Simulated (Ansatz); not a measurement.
```xyz
4
Lattice="0.0000 4.1063 4.1063 4.1420 0.0000 4.1063 4.1420 4.1063 0.0000" Properties=species:S:1:pos:R:3 pbc="T T T"
P      0.0000     0.0000     0.0000
Rb     4.1420     4.1063     4.1063
Rb     2.0710     2.0532     2.0532
Rb     6.2131     6.1595     6.1595
```

No spin polarisation.

Calculations: Ansatz (a quantum-chemistry and plane-wave program) PBEsol, without spin-orbit coupling. Γ-centred 7×7×7 mesh, Fermi–Dirac width 0.05 eV.

Predict the electron mass, smallest direct gap and gap character.

The electron mass comes out as 0.13 mₑ (at Γ) and the smallest direct gap is 0.86 eV. The gap character comes out as indirect, M → Γ.

The cells carry an imposed strain or load. Effective masses come from finite differences of ±0.01 Å⁻¹. No phonon test of stability was made. The cell was made from Rb3P (space group Fm-3m, No. 225; a model cell, its experimental status unchecked) by this change: uniaxial strain ε_xx = +0.87 %.
